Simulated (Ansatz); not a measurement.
Base system: Ir in the fcc (Cu type) structure (space group Fm-3m, No. 225; a = 3.8112 Å).

Level of theory: LDA, PAW, 420 eV (Ansatz, a first-principles code; without spin-orbit coupling).

For the base:

- Lattice parameter a = 3.811 Å

Now apply this change: a hydrostatic pressure of 2.1 GPa.

Problem. Predict the new lattice parameter a.

Solution. The lattice parameter a shrinks by 0.006 Å (3.811 Å → 3.805 Å).

Load acts through the strain it causes; cell and atoms are relaxed under it. Whether these cells are dynamically stable was not tested. The final runs are not spin-polarised.
